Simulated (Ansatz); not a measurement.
**LiMg (Pm-3m): resistivity and electron-phonon coupling**

Input:

```yaml
crystal:
  lattice:
    - [3.41137, 0.00000, 0.00000]
    - [0.00000, 3.41137, 0.00000]
    - [0.00000, 0.00000, 3.41137]
  atoms:
    - { symbol: Li, position: [0.00000, 0.00000, 0.00000] }
    - { symbol: Mg, position: [0.50000, 0.50000, 0.50000] }
```

The numbers are results of PBEsol, DFPT electron-phonon coupling, linearised Boltzmann equation (plane waves, PAW, scalar-relativistic; Ansatz, an electronic-structure program), not measurements. Geometry: relaxed with this functional, without spin-orbit coupling.

```json
{
 "resistivity at 300 K": "6.8 μΩ·cm",
 "resistivity at 77 K": "0.75 μΩ·cm",
 "electron mean free path at 300 K (weighted by the current that each state carries)": "15.5 nm",
 "electron-phonon coupling λ": "0.32",
 "transport coupling λ_tr": "0.30",
 "logarithmic_mean_phonon_energy": "20 meV",
 "density of states at the Fermi level": "0.41 states/(eV·spin·cell)",
 "drude_plasma_energy": "7.0 eV",
 "Tc for μ* = 0.10 (anisotropic Eliashberg)": "below 1 K",
 "Tc for μ* = 0.13 (anisotropic Eliashberg)": "below 1 K"
}
```

A metal at this level (no band gap). Only scattering by harmonic phonons is included (no impurities, grain boundaries, electron-electron scattering or thermal expansion). Spin-orbit coupling is left out. The run warned that the eigensolver left some states short of its tolerance. Halving the electron mesh (24x24x24) moves the resistivity by up to 6 % at 300 K, the mean free path by up to 1 %, the coupling by up to 1 %. Smearing 0.20 eV; phonons on a 4x4x4 q mesh, which this run doesn't test and which matters most at low temperature. Tc comes from the anisotropic Migdal-Eliashberg equations with μ*, a chosen number, referred to 25 meV.

Computed structure with no diffraction record at hand here (it may be known, metastable or hypothetical): LiMg (Pm-3m).
